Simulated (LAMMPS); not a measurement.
LAMMPS 22 Jul 2025, classical MD, Stillinger-Weber (Si.sw): Si, 10648 atoms.

```
Quantity                                                                                      Result
-----------------------------------------------  ---------------------------------------------------
task                                                                                         MD, nve
potential                                                                    Stillinger-Weber, Si.sw
copies of the repeat unit                                                                   11×11×11
shape (slab and sphere leave vacuum in the box)                                                 bulk
neighbor skin                                                                                    2 Å
neigh_modify                                                               every 1 delay 0 check yes
newton                                                                                  on (default)
atom_modify sort (bins of 2 Å where set)                                              1000 (default)
comm_style                                                                           brick (default)
box                                                                             59.7 × 59.7 × 59.7 Å
start                                            generated diamond lattice, warmed in an untimed run
```

All runs start from one configuration, warmed at this fixed volume for 1000 steps under a thermostat at 100 K. The run at the shortest step has a mean temperature of 100 K and a mean pressure of 0.1 GPa.

Each run covers about 2.0 ps at constant energy (mean temperature 100 K at the shortest step); σ is the standard deviation over the printed steps. Single runs; times are not shown.

Steps tried: 0.5 fs, 1 fs, 2 fs, 2.5 fs, 4 fs, 5 fs, 8 fs, 10 fs, 16 fs, 20 fs, 32 fs.

**Question.** What is the longest step at which the total energy fluctuates by under 10 % of the kinetic energy's fluctuation?

**Answer.** 5 fs. The run fails or blows up at 16 fs, 20 fs, 32 fs.

| time step | σ(E total)/σ(E kinetic) | last minus first total energy (meV/atom) | mean temperature (K) |
|---|---|---|---|
| 0.5 fs | 0.00045 | under 0.001 | 100 |
| 1 fs | 0.0018 | under 0.001 | 100.0 |
| 2 fs | 0.0072 | under 0.001 | 99.7 |
| 2.5 fs | 0.011 | under 0.001 | 99.6 |
| 4 fs | 0.031 | +0.0081 | 98.8 |
| 5 fs | 0.052 | +0.013 | 98.2 |
| 8 fs | 0.17 | +0.12 | 95.2 |
| 10 fs | 0.33 | +0.25 | 92.5 |
| 16 fs | stops: Lost atoms | — | — |
| 20 fs | stops: Lost atoms | — | — |
| 32 fs | stops: Lost atoms | — | — |

The bar is a choice.
